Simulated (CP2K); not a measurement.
## A self-consistent single point of ZnSe (F-43m, 2 atoms in the cell) with CP2K

Level of theory: PBE, GPW, DZVP-MOLOPT-PBE-GTH basis, GTH-PBE potentials (POTENTIAL_UZH) (CP2K).

Input:

```
&GLOBAL
  PROJECT znse
  RUN_TYPE ENERGY_FORCE
  PRINT_LEVEL LOW
&END GLOBAL
&FORCE_EVAL
  METHOD Quickstep
  STRESS_TENSOR ANALYTICAL
  &DFT
    BASIS_SET_FILE_NAME BASIS_MOLOPT_UZH
    POTENTIAL_FILE_NAME POTENTIAL_UZH
    &QS
      METHOD GPW
      EPS_DEFAULT 1E-10
    &END QS
    &MGRID
      CUTOFF 600
      REL_CUTOFF 50
      NGRIDS 5
    &END MGRID
    &SCF
      SCF_GUESS ATOMIC
      EPS_SCF 1E-7
      MAX_SCF 100
      ADDED_MOS 4
      &DIAGONALIZATION
        ALGORITHM STANDARD
      &END DIAGONALIZATION
      &MIXING
        METHOD BROYDEN_MIXING
        ALPHA 0.2
        NBUFFER 8
      &END MIXING
      &SMEAR ON
        METHOD FERMI_DIRAC
        ELECTRONIC_TEMPERATURE [K] 116.05
      &END SMEAR
    &END SCF
    &KPOINTS
      SCHEME MONKHORST-PACK 10 10 10
      GAMMA_CENTERED T
    &END KPOINTS
    &XC
      &XC_FUNCTIONAL PBE
      &END XC_FUNCTIONAL
    &END XC
    &PRINT
      &MO
        EIGENVALUES T
        OCCUPATION_NUMBERS T
        NDIGITS 8
        FILENAME mo
        &EACH
          QS_SCF 0
        &END EACH
        ADD_LAST NUMERIC
      &END MO
      &MULLIKEN OFF
      &END MULLIKEN
    &END PRINT
  &END DFT
  &SUBSYS
    &CELL
      A 4.00929500 0.00000000 0.00000000
      B 2.00464800 3.47215200 0.00000000
      C 2.00464800 1.15738400 3.27357600
      PERIODIC XYZ
    &END CELL
    &COORD
      SCALED
      Zn       0.00000000     0.00000000     0.00000000
      Se       0.25000000     0.25000000     0.25000000
    &END COORD
    &KIND Zn
      BASIS_SET DZVP-MOLOPT-PBE-GTH-q12
      POTENTIAL GTH-PBE-q12
    &END KIND
    &KIND Se
      BASIS_SET DZVP-MOLOPT-PBE-GTH-q6
      POTENTIAL GTH-PBE-q6
    &END KIND
  &END SUBSYS
  &PRINT
    &FORCES ON
    &END FORCES
    &STRESS_TENSOR ON
    &END STRESS_TENSOR
  &END PRINT
&END FORCE_EVAL
```

Output (repeated stretches shortened):

```
 GLOBAL| Method name                                                        CP2K
 GLOBAL| Project name                                                       znse
 GLOBAL| Run type                                                   ENERGY_FORCE

 TOTAL NUMBERS AND MAXIMUM NUMBERS

  Total number of            - Atomic kinds:                                   2
                             - Atoms:                                          2
                             - Shell sets:                                     2
                             - Shells:                                        12
                             - Primitive Cartesian functions:                 10
                             - Cartesian basis functions:                     44
                             - Spherical basis functions:                     38

  Maximum angular momentum of the orbital basis functions:                     3

 SCF PARAMETERS         Density guess:                                    ATOMIC
                        max_scf:                                             100
                        max_diis:                                              4
                        eps_scf:                                        1.00E-07
                        eps_diis:                                       1.00E-01
                        eps_eigval:                                     1.00E-05
                        level_shift [a.u.]:                             0.000000
                        added MOs                                         4    0
                        Mixing method:                            BROYDEN_MIXING
                                                charge density mixing in g-space
                        Smear method:                                FERMI_DIRAC
                        Electronic temperature [K]:                        116.0
                        Electronic temperature [a.u.]:                  3.68E-04
                        Accuracy threshold:                             1.00E-10
                        No outer SCF

 Extrapolation method: initial_guess

 Number of electrons:                                                         18
 Number of occupied orbitals:                                                  9
 Number of molecular orbitals:                                                13

 Number of orbital functions:                                                 38
 Number of independent orbital functions:                                     38

 SCF WAVEFUNCTION OPTIMIZATION

  Step     Update method      Time    Convergence         Total energy    Change
     1 NoMix/Diag. 0.20E+00      -     1.66804764       -70.1537035888 -7.02E+01
     2 Broy./Diag. 0.20E+00      -     0.07856713       -70.0195505523  1.34E-01
     3 Broy./Diag. 0.20E+00      -     0.13488708       -70.0055747406  1.40E-02
     4 Broy./Diag. 0.20E+00      -     0.02194712       -70.0200875447 -1.45E-02
     5 Broy./Diag. 0.20E+00      -     0.00300031       -70.0683390698 -4.83E-02
     6 Broy./Diag. 0.20E+00      -     0.00465392       -70.0605406193  7.80E-03
     7 Broy./Diag. 0.20E+00      -     0.00012546       -70.0468268110  1.37E-02
     8 Broy./Diag. 0.20E+00      -     0.00031390       -70.0463805369  4.46E-04
     9 Broy./Diag. 0.20E+00      -     0.00001487       -70.0465923899 -2.12E-04
    10 Broy./Diag. 0.20E+00      -     0.00000793       -70.0466342800 -4.19E-05
    11 Broy./Diag. 0.20E+00      -     0.00000033       -70.0466325345  1.75E-06
    12 Broy./Diag. 0.20E+00      -     0.00000041       -70.0466317633  7.71E-07
    13 Broy./Diag. 0.20E+00      -     0.00000001       -70.0466319553 -1.92E-07

  *** SCF run converged in    13 steps ***

  Electronic density on regular grids:        -17.9999999775        0.0000000225
  Core density on regular grids:               17.9999999977       -0.0000000023
  Total charge density on r-space grids:        0.0000000203
  Total charge density g-space grids:           0.0000000203

  Overlap energy of the core charge distribution:               0.00000000765266
  Self energy of the core charge distribution:                -99.67599305453886
  Core Hamiltonian energy:                                     30.03988036152365
  Hartree energy:                                              10.70138037396023
  Exchange-correlation energy:                                -11.11189964390995
  Electronic entropic energy:                                  -0.00000000000000
  Fermi energy:                                                 0.13719027604278

  Total energy:                                               -70.04663195531228
  Total energy (extrapolated to T->0):                        -70.04663195531228

 ENERGY| Total FORCE_EVAL ( QS ) energy [hartree]            -70.046631840287006

 FORCES| Atomic forces [hartree/bohr]
 FORCES|   Atom     x               y               z               |f|
 FORCES|      1 -3.04824865E-07 -4.82389183E-08 -1.12426404E-07   3.28458350E-07
 FORCES|      2  3.15903220E-07  5.46760723E-08  1.16954012E-07   3.41266111E-07
 FORCES| Sum     1.10783552E-08  6.43715405E-09  4.52760774E-09
 FORCES| Total atomic force                                       1.35891920E-08

 STRESS| Analytical stress tensor [bar]
 STRESS|                        x                   y                   z
 STRESS|      x        2.74257800382E+04   2.08183494470E+00   1.47207741538E+00
 STRESS|      y        2.08183494470E+00   2.74229905607E+04   8.55783043011E-01
 STRESS|      z        1.47207741538E+00   8.55783043011E-01   2.74225085366E+04
 STRESS| 1/3 Trace                                             2.74237597118E+04
```

The run converged in 13 iterations.

The starting cell has typed, rounded lattice constants, without a prior relaxation at this level. Values carry the incompleteness of an atom-centred basis.

Cost on one core of a shared machine: roughly 2 min.
